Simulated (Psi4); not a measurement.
Psi4 1.11, PBE/def2-svp: W(O)(NMe)(Cl)(Me) (C[N]=[W]([CH3])(=[O])[Cl]), 12 atoms. The geometry is a generated start, not checked to be a minimum at this level.

```json
{
  "task": "energy",
  "method": "pbe",
  "basis": "def2-svp",
  "memory": "3 GB",
  "maxiter": "100",
  "keys_of_the_molecule_block": "symmetry c1",
  "scf_type": "df (default)",
  "e_convergence": "1e-06 (default)",
  "d_convergence": "1e-06 (default)",
  "dft_radial_points": "75 (default)",
  "dft_spherical_points": "302 (default)",
  "effective_core_potentials": "those of the basis set, past Kr",
  "basis_functions": "136",
  "grid_points": "258545"
}
```

```xyz
12

W      0.4779     0.9987     0.3693
O      2.1001     0.8648     0.8076
N      0.0231    -0.0073    -1.0310
C      0.1295    -0.8832    -2.1391
H      0.6758    -1.7930    -1.8580
H     -0.8576    -1.1698    -2.5186
H      0.6754    -0.3893    -2.9537
Cl    -0.3997     3.0167     0.2956
C     -0.5493    -0.0416     2.0140
H     -0.7503    -1.1140     1.8966
H     -1.5315     0.4533     2.1576
H      0.0066     0.0647     2.9597
```

Charge 0 and multiplicity 1 are set for this test and not shown to be the ground state.

With the defaults (diis_max_vecs = 10, diis = true, scf_initial_accelerator = adiis, damping_percentage = 0, guess = auto, which took SAD, diis_start = 1) it converges in 13 SCF iterations. One run each on 2 threads, with these changes:
- guess = sapgau
- diis_start = 4
- guess = huckel
- damping_percentage = 20
- guess = sadno
- guess = core
- diis_max_vecs = 3
- diis_max_vecs = 6
- diis = false, scf_initial_accelerator = none, damping_percentage = 60

Question: Name the settings that don't reach the solution of the defaults.

Answer: No convergence: diis_max_vecs = 3; diis = false, scf_initial_accelerator = none, damping_percentage = 60 (the run ends without SCF convergence in 100 iterations). The rest reach the solution of the defaults.

```tsv
setting	SCF iterations	end
the defaults	13	same solution
diis_max_vecs = 6	14	same solution
guess = huckel	15	same solution
guess = sadno	16	same solution
guess = core	17	same solution
guess = sapgau	18	same solution
diis_start = 4	20	same solution
damping_percentage = 20	25	same solution
diis_max_vecs = 3	100	no convergence
diis = false, scf_initial_accelerator = none, damping_percentage = 60	100	no convergence
```

1 further run of the study ended by our limits or in an error and is left out.
